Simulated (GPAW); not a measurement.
Band structure of PdIn (Pm-3m, 2 atoms in the cell).

```
CELL_PARAMETERS angstrom
      3.28152     0.00000     0.00000
      0.00000     3.28152     0.00000
      0.00000     0.00000     3.28152
ATOMIC_POSITIONS crystal
  In 0.50000 0.50000 0.50000
  Pd 0.00000 0.00000 0.00000
```

Method: PBE, GPAW PAW datasets PBE (gpaw-data 1.0.1) (plane waves; GPAW 25.7.0).

Settings: mode = pw; ecut = 550 eV; xc = PBE; kpts = 13 13 13; mesh shift (steps) = 0 0 0; occupations.name = fermi-dirac; occupations.width = 0.136 eV; nbands = -6; convergence.density = 1e-05 e/electron; symmetry.symmorphic = false; symmetry.tolerance = 0.0005; maxiter = 150; bandpath_npoints = 40.

The starting cell has typed, rounded lattice constants, without a prior relaxation at this level. Its lattice was rescaled by a random factor within 2.5 % of one. Spin polarisation is off.

Levels in eV from the Fermi level, bands 11 to 18:
```tsv
point	11	12	13	14	15	16	17	18
Γ	-3.82	-2.29	-2.29	-2.29	4.14	4.14	4.14	9.30
X	-3.81	-3.27	-3.27	-2.37	-1.17	9.40	9.40	9.84
M	-2.70	-2.70	-2.35	-2.35	-1.74	1.37	2.43	9.35
R	-4.86	-1.70	-1.70	-0.15	3.75	3.75	3.75	4.29
```

Bands cross the Fermi level along this path, so the cell is metallic at this level.
